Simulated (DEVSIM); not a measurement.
System: Schottky contact on n-type Si, at 300 K.

| layer (left to right) | material | thickness (μm) | Nd (cm⁻³) | τn (s) | τp (s) |
|---|---|---|---|---|---|
| 1 | Si | 2.50 | 1.3e16 | 6.2e-5 | 6.2e-5 |

Left contact: Schottky, work function 4.87 eV, emission velocity 3.1e6 cm/s. Right contact: ohmic. Voltage is applied to the left contact. Recombination: SRH at mid-gap, Auger. Mobility is constant in doping.

The device is made up for the run: typed textbook-type constants, with dimensions and the other settings drawn at random. Values at 300 K.

```tsv
parameter	Si
gap (eV)	1.124
affinity (eV)	4.05
permittivity	11.7
Nc (cm⁻³)	2.86e19
Nv (cm⁻³)	3.1e19
μn (cm²/Vs)	1417
μp (cm²/Vs)	470
Cn (cm⁶/s)	2.8e-31
Cp (cm⁶/s)	9.9e-32
```

DEVSIM, 1D drift-diffusion, Boltzmann statistics, complete ionisation; no tunnelling, impact ionisation, image-force lowering or self-heating. Metal contacts follow the ideal Schottky-Mott rule: no Fermi-level pinning, no interface dipoles.

Problem. Tabulate band edges, carrier densities and field at -10.0 V on the left contact.

Solution. Energies count from the Fermi level of the right contact; mesh points crowd at the junctions.

```tsv
x (μm)	Ec (eV)	Ev (eV)	n (cm⁻³)	p (cm⁻³)	field (V/cm)
0.000	10.820	9.696	5000	2.4e14	-210000
0.01062	10.602	9.478	5100	5.3e10	-200000
0.02387	10.333	9.209	5200	1600000	-200000
0.04484	9.915	8.791	5300	< 1e2	-200000
0.08318	9.172	8.049	5500	< 1e2	-190000
0.1299	8.309	7.185	5800	< 1e2	-180000
0.1968	7.147	6.023	6300	< 1e2	-170000
0.3192	5.255	4.131	7400	< 1e2	-140000
0.4682	3.359	2.235	9400	< 1e2	-110000
0.6541	1.619	0.495	14000	< 1e2	-75000
0.9484	0.285	-0.839	4.7e14	< 1e2	-16000
1.438	0.199	-0.925	1.3e16	2500	≈ 0
1.767	0.199	-0.925	1.3e16	4500	≈ 0
1.996	0.199	-0.925	1.3e16	5900	≈ 0
2.184	0.199	-0.925	1.3e16	7000	≈ 0
2.287	0.199	-0.925	1.3e16	7600	≈ 0
2.352	0.199	-0.925	1.3e16	8000	≈ 0
2.404	0.199	-0.925	1.3e16	8400	≈ 0
2.447	0.199	-0.925	1.3e16	8600	≈ 0
2.470	0.199	-0.925	1.3e16	8800	≈ 0
2.487	0.199	-0.925	1.3e16	8900	≈ 0
2.500	0.199	-0.925	1.3e16	8900	≈ 0
```
